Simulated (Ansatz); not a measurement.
## Response to strain in Mg2Ge

Take Mg2Ge in the anti-fluorite structure (space group Fm-3m, No. 225; a = 6.3640 Å) as the base. Axes: x, y, z lie along the cube axes.

Strains are applied to the cell and any free atomic positions relax; under biaxial strain the out-of-plane vector relaxes too; under stress the whole cell relaxes.

Level of theory: Ansatz (an electronic-structure program), PBEsol, PAW, cutoff 420 eV, no SOC, earlier PAW set.

Candidates:
(a) isotropic strain −1.25 %
(b) uniaxial stress, 3 GPa tension along z
(c) biaxial strain +0.69 %, plane normal [001], relaxed out of plane

Notes on the quantities. energy relative to the base: free energy F.

Task: Order them by energy relative to the base, lowest first.

Result: (c) biaxial strain +0.69 %, plane normal [001], relaxed out of plane (+0.8 meV/atom), (a) isotropic strain −1.25 % (+5.1 meV/atom), (b) uniaxial stress, 3 GPa tension along z (+6.0 meV/atom)

Beyond what the load breaks, stability against distortions was not tested. The final runs are not spin-polarised.
